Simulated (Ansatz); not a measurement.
The parent structure is InSe in the beta-GaS type structure (space group P6_3/mmc, No. 194; a = 4.032 Å, c = 16.763 Å; layered, stacked along the Cartesian z axis).

Level of theory: plane-wave PAW DFT at the PBE-D3(BJ) level (Ansatz, a first-principles code, 420 eV), no SOC, earlier PAW set.

For the base:

The density is 5.45 g/cm³. The shortest interatomic distance is 2.660 Å.

It is then changed as follows: a hydrostatic pressure of 30 GPa.

Problem. How does this affect the density and shortest interatomic distance?

Solution. The density grows by 2.664 g/cm³ to 8.12 g/cm³; the shortest interatomic distance decreases by 0.165 Å, from 2.660 Å to 2.495 Å.

The mesh was chosen for an insulator and is coarse for the gapless case. Load acts through the strain it causes; cell and atoms are relaxed under it. Whether these cells are dynamically stable was not tested. No other phases were tried under pressure. The final runs are not spin-polarised.
